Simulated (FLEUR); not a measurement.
## Several settings converged on NiAl (P4mm, 2 atoms in the cell)

```
NiAl
1.0
    2.88133     0.00000     0.00000
    0.00000     2.88133     0.00000
    0.00000     0.00000     2.88133
Al Ni
1 1
Direct
  0.50000   0.50000   0.51735
  0.00000   0.00000   0.00000
```

Base method: FLEUR with LDA (Vosko-Wilk-Nusair), all-electron FLAPW (FLEUR), scalar-relativistic valence.

Base settings: Kmax = 4 1/bohr; GmaxXC = 12 1/bohr; xcFunctional = vwn; jspins = 1; l_soc = F; mode = hist; fermiSmearingEnergy = 0.00367493 Htr; mesh (inpgen div1-3) = 5 5 5; inpgen gamma flag = false; Gmax = 12 1/bohr.

Core times come from one kind of shared machine, to one figure; runs under 30 s give none.

**The k-point mesh**

Moved along: kpt_gamma.

The second cell is the first with its lattice scaled by 0.98.

Only quantities that move along the ladder and can be compared are tabulated.

```tsv
kpt_div	free energy less the last step's (meV/atom)	energy of the compressed cell less the first (meV/atom)	core time / last (rough)
2 2 2	-13.83	0.42	–
5 5 5	11.84	-10.58	–
7 7 7	-6.03	-14.20	–
9 9 9	1.60	-13.91	0.3
11 11 11	0.29	-13.16	0.4
15 15 15	0.00	-13.58	1
```

Coarsest kpt_div that holds the free energy within 5 meV/atom of the last step, with all finer ones: 9 9 9, at about 0.3 of the last step's time; the step before is off by 6.0 meV/atom.

Coarsest kpt_div that holds the energy of the compressed cell less the first within 1 meV/atom of the last step, with all finer ones: 7 7 7; the step before is off by 3.0 meV/atom.

The energy difference between the two cells stays within 1 meV/atom of the last step's from 7 7 7 on, the total only from 11 11 11 on: much of the error is common to both cells and cancels.

**The k-point mesh at a smearing width of 0.02 eV**

In this ladder: fermiSmearingEnergy = 0.00073499 Htr. Moved along: kpt_gamma.

Only quantities that move along the ladder and can be compared are tabulated.

```tsv
kpt_div	free energy less the last step's (meV/atom)	core time / last (rough)
6 6 6	15.16	–
9 9 9	2.22	–
12 12 12	1.13	0.1
18 18 18	-0.05	0.7
22 22 22	0.00	1
```

Coarsest kpt_div that holds the free energy within 5 meV/atom of the last step, with all finer ones: 9 9 9; the step before is off by 15 meV/atom.

**The k-point mesh at a smearing width of 0.3 eV**

In this ladder: fermiSmearingEnergy = 0.0110248 Htr. Moved along: kpt_gamma.

Only quantities that move along the ladder and can be compared are tabulated.

```csv
kpt_div,free energy less the last step's (meV/atom),core time / last (rough)
4 4 4,-5.27,–
6 6 6,5.96,0.09
9 9 9,0.13,0.2
12 12 12,0.00,0.3
18 18 18,0.00,1
```

Coarsest kpt_div that holds the free energy within 0.5 meV/atom of the last step, with all finer ones: 9 9 9, at about 0.2 of the last step's time; the step before is off by 6.0 meV/atom.

On the base run: the starting cell has typed, rounded lattice constants, without a prior relaxation at this level. Its lattice was rescaled by up to half a per cent. One atom was moved a little off its site on purpose. Spin polarisation is off. Values depend on the basis (sphere radii, cutoffs, local orbitals), which need not be converged.

Left out of this page: 2 runs of the series failed or unconverged.
